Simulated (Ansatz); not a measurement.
Consider MgS in the rock salt structure (space group Fm-3m, No. 225; a = 5.205 Å). Axes: x, y, z lie along the cube axes.

Level of theory: r2SCAN (Ansatz, a quantum-chemistry and plane-wave program; PAW; 500 eV plane waves; no SOC), earlier PAW set.

Before the change:

The band gap comes out as 3.47 eV.

Perturbation: a pure shear with ε_xy = ε_yx = 0.0292; the atoms relax in the strained cell.

Question: What happens to the band gap, stress and energy relative to the base?

Answer: The band gap falls by 0.44 eV to 3.03 eV; the stress (xx, yy, zz, yz, xz, xy; compression positive) is (0.18, 0.18, -0.14, 0.00, 0.00, -3.54) GPa; the energy goes up by 11 meV/atom.

Whether these cells are dynamically stable was not tested.
